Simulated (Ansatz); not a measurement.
Start from Ge in the diamond structure (space group Fd-3m, No. 227; a = 5.676 Å). Axes: x, y, z lie along the cube axes.

Computed with Ansatz (an electronic-structure program) PBEsol, scalar-relativistic without spin-orbit coupling.

For the base:

| Property | Value |
|---|---|
| Shortest interatomic distance | 2.458 Å |
| Pressure | 0.0 GPa |

Modification: biaxial strain −0.83 %, plane normal [111], relaxed out of plane (Cartesian); in-plane vectors clamped, the third vector and the atoms free.

Q: Estimate the effect on the shortest interatomic distance.

A: The shortest interatomic distance drops by 0.014 Å (2.458 Å → 2.444 Å).

Q: How does this affect the pressure?

A: The pressure (mean of the normal stresses, compression positive) goes from zero to 0.9 GPa.

Q: What does the calculation give for the energy relative to the base after the change?

A: The energy increases by 1.6 meV/atom.

No phonon test of stability was made.
